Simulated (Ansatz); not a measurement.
Here is the system:

End structure of a constructed model of the (0001) surface of hcp Re, a pseudomorphic layer of W in the host's stacking (bottom of the slab: a bare face, its two planes held):

```
CELL_PARAMETERS angstrom
      2.77572     0.00000     0.00000
     -1.38786     2.40385     0.00000
      0.00000     0.00000    30.50000
ATOMIC_POSITIONS crystal
  Re 0.66667 0.33333 0.27000
  Re 0.33333 0.66667 0.34346
  Re 0.66667 0.33333 0.41815
  Re 0.33333 0.66667 0.49021
  Re 0.66667 0.33333 0.56510
  Re 0.33333 0.66667 0.63671
  W  0.66667 0.33333 0.71274
```

Model: 7-atom slab, 14.0 Å thick at the start, 15x15x1 mesh, Fermi-Dirac 0.1 eV, dipole correction, single point; on the structure that PBE left under its start's symmetry; no spin, no spin-orbit, no U. It is one candidate, not shown to be the stable structure of the face.

Problem. Predict the work function of the top face from r2SCAN, at the PBE geometry (Ansatz, a program for electronic structure).

Solution. 5.16 eV
